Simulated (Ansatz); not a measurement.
## Effect of biaxial strain +3.00 %, plane normal [001], relaxed out of plane on Mg2Ge

Start from Mg₂Ge in the anti-fluorite structure (space group Fm-3m, No. 225; a = 6.364 Å). Axes: x, y, z lie along the cube axes.

Modification: tensile biaxial strain of 3.00 % in the plane normal to [001], as in epitaxy on a mismatched substrate; the out-of-plane cell vector and the atoms relax.

Computed with PBEsol, PAW, 420 eV (Ansatz, a first-principles code; spin-orbit coupling left out). Γ-centred 13×13×13 mesh, Fermi–Dirac width 0.05 eV.

* **Volume per atom**: 22.53 Å³ (base 21.48 Å³)
* **Space group**: I4/mmm (No. 139) (base Fm-3m (No. 225))
* **Shortest interatomic distance**: 2.801 Å (base 2.756 Å)
* **Energy relative to the base (free energy F)**: +14 meV/atom
* **Band gap**: zero (base 0.08 eV)
* **Out-of-plane strain**: -1.14 % (rough)

Final structure (turned so that z lies along the plane normal):

```
Mg2Ge
1.0
    4.63534     0.00000     0.00000
    0.00000     4.63534     0.00000
    2.31767    -2.31767     3.14598
Mg Ge
2 1
Direct
  0.75000   0.75000   0.50000
  0.25000   0.25000   0.50000
  0.00000   0.00000   0.00000
```

Without a gap, meshes like the base's 13×13×13 leave anisotropic stresses uncertain by several tenths of a GPa, and small strain energies with them. Whether these cells are dynamically stable was not tested. All final runs are without spin polarisation. The zero or small gap of Mg2Ge can change with the level of theory.
